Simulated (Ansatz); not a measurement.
**Pressure series in hypothetical cubic perovskite SrSnSe3**

The parent structure is SrSnSe3 in the cubic perovskite structure (space group Pm-3m, No. 221; a hypothetical phase, not in the database extracts checked).

```yaml
crystal:
  lattice:
    - [5.24042, 0.00000, 0.00000]
    - [0.00000, 5.24042, 0.00000]
    - [0.00000, 0.00000, 5.24042]
  atoms:
    - { symbol: Sr, position: [0.00000, 0.00000, 0.00000] }
    - { symbol: Sn, position: [0.50000, 0.50000, 0.50000] }
    - { symbol: Se, position: [0.00000, 0.50000, 0.50000] }
    - { symbol: Se, position: [0.50000, 0.50000, 0.00000] }
    - { symbol: Se, position: [0.50000, 0.00000, 0.50000] }
```

Cell and atoms are relaxed at each pressure.

Calculations: plane-wave PAW DFT at the PBEsol level (Ansatz, an electronic-structure program, 420 eV), scalar-relativistic without spin-orbit coupling.

Notes on the quantities. enthalpy: H = E + PV relative to the base's energy.

| variant | shortest interatomic distance | density | enthalpy |
|---|---|---|---|
| base | 2.620 Å | 5.11 g/cm³ | – |
| pressure −2 GPa | 2.659 Å | 4.89 g/cm³ | -0.37 eV/atom |
| pressure −1 GPa | 2.639 Å | 5.01 g/cm³ | -0.18 eV/atom |
| pressure 0.3 GPa | 2.615 Å | 5.14 g/cm³ | +0.05 eV/atom |
| pressure 0.7 GPa | 2.608 Å | 5.18 g/cm³ | +0.12 eV/atom |
| pressure 1.5 GPa | 2.596 Å | 5.26 g/cm³ | +0.27 eV/atom |
| pressure 3 GPa | 2.574 Å | 5.39 g/cm³ | +0.52 eV/atom |
| pressure 5 GPa | 2.549 Å | 5.55 g/cm³ | +0.86 eV/atom |
| pressure 7.5 GPa | 2.522 Å | 5.74 g/cm³ | +1.27 eV/atom |
| pressure 10 GPa | 2.498 Å | 5.90 g/cm³ | +1.66 eV/atom |

Load acts through the strain it causes; cell and atoms are relaxed under it. No phonon test of stability was made. No other phases were tried under pressure. All final runs are without spin polarisation. Many cubic perovskites are stable only at high temperature; tilts and polar distortions were not tested.
